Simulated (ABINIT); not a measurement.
Worked example: self-consistent single point of SrAs₂Ru₂ (I4/mmm, 5 atoms in the cell) in ABINIT.

Method: LDA (PW92), norm-conserving pseudopotentials (PseudoDojo nc-sr-04 LDA standard) (plane waves; ABINIT).

```yaml
crystal:
  lattice:
    - [-2.08740, 2.08740, 5.70048]
    - [2.08740, -2.08740, 5.70048]
    - [2.08740, 2.08740, -5.70048]
  atoms:
    - { symbol: Sr, position: [0.00000, 0.00000, 0.00000] }
    - { symbol: As, position: [0.64322, 0.64322, 0.00000] }
    - { symbol: As, position: [0.35678, 0.35678, 0.00000] }
    - { symbol: Ru, position: [0.25000, 0.75000, 0.50000] }
    - { symbol: Ru, position: [0.75000, 0.25000, 0.50000] }
```

Reference input (self-consistent single point, DFT, LDA (PW92), plane waves, norm-conserving pseudopotentials (PseudoDojo nc-sr-04 LDA standard)): pseudos = [Sr.upf, As.upf, Ru.upf]; ecut = 44 Ha; ixc = 7; occopt = 7; tsmear = 0.05 eV; ngkpt = 6 6 6; nshiftk = 1; shiftk = 0 0 0; potentials = PseudoDojo nc-sr-04 LDA standard; nband = 46; kptopt = 1; nstep = 100. This run's input differs from it in these lines:

```diff
@@ -24,3 +24,3 @@
 kptopt 1
-ngkpt 6 6 6
+ngkpt 5 5 5
 nshiftk 1
```

The program printed (abridged):

```
--- !BeginCycle
solver: {iscf: 7, nstep: 100, nline: 4, wfoptalg: 0, }
tolerances: {tolvrs: 1.00E-10, }
...

     iter   Etot(hartree)      deltaE(h)  residm     vres2
 ETOT  1  -446.67741548558    -4.467E+02 1.170E+00 4.597E+03
 ETOT  2  -447.06752226655    -3.901E-01 3.858E-02 4.085E+04
 ETOT  3  -448.53772544869    -1.470E+00 1.656E-02 2.745E+03
 ETOT  4  -448.55519974085    -1.747E-02 1.201E-02 2.108E+03
 ETOT  5  -448.60253356343    -4.733E-02 8.922E-03 3.985E+01
   [... 5 lines left out ...]
 ETOT 11  -448.60590384317    -3.631E-09 3.027E-03 1.300E-05
 ETOT 12  -448.60590384345    -2.810E-10 9.889E-04 3.934E-08
 ETOT 13  -448.60590384341     3.752E-11 5.659E-04 3.914E-10
 ETOT 14  -448.60590384344    -3.200E-11 2.081E-04 8.867E-12
 At SCF step   14       vres2   =  8.87E-12 < tolvrs=  1.00E-10 =>converged.

 Cartesian components of stress tensor (hartree/bohr^3)
  sigma(1 1)=  1.94182726E-04  sigma(3 2)=  0.00000000E+00
  sigma(2 2)=  1.94182726E-04  sigma(3 1)=  0.00000000E+00
  sigma(3 3)=  1.55651987E-04  sigma(2 1)=  0.00000000E+00

 ----iterations are completed or convergence reached----

 reduced coordinates (array xred) for    5 atoms
       0.000000000000      0.000000000000      0.000000000000
       0.643220000000      0.643220000000      0.000000000000
       0.356780000000      0.356780000000      0.000000000000
       0.250000000000      0.750000000000      0.500000000000
       0.750000000000      0.250000000000      0.500000000000
 cartesian forces (eV/Angstrom) at end:
    1     -0.00000000000000     0.00000000000000     0.00000000000000
   [... lines left out ...]
 Fermi (or HOMO) energy (hartree) =   0.34923   Average Vxc (hartree)=  -0.43291
   [... lines left out ...]
total_energy        : -4.48605903843441E+02
total_energy_eV     : -1.22071874513461E+04
band_energy         : -4.11136481221492E+01
...

-Cartesian components of stress tensor (GPa)         [Pressure= -5.3352E+00 GPa]
- sigma(1 1)=  5.71305209E+00  sigma(3 2)=  0.00000000E+00
- sigma(2 2)=  5.71305209E+00  sigma(3 1)=  0.00000000E+00
- sigma(3 3)=  4.57943879E+00  sigma(2 1)=  0.00000000E+00

 Calculation completed.
```

The run converged in 14 iterations. Against the reference run the free energy goes up by 5.4 meV/atom, the pressure stays near -5.34 GPa while the zz stress (positive for compression) goes from -4.98 to -4.58 GPa and the largest force goes from 0.126 to 0.095 eV/Å.

The starting cell comes from a database of computed structures (which also holds hypothetical and non-ambient phases and stackings), without a prior relaxation at this level. Spin polarisation is off. With a pressure of about -5 GPa the cell is away from its equilibrium volume at this level.

Cost on one core of a shared machine: roughly 8 min.
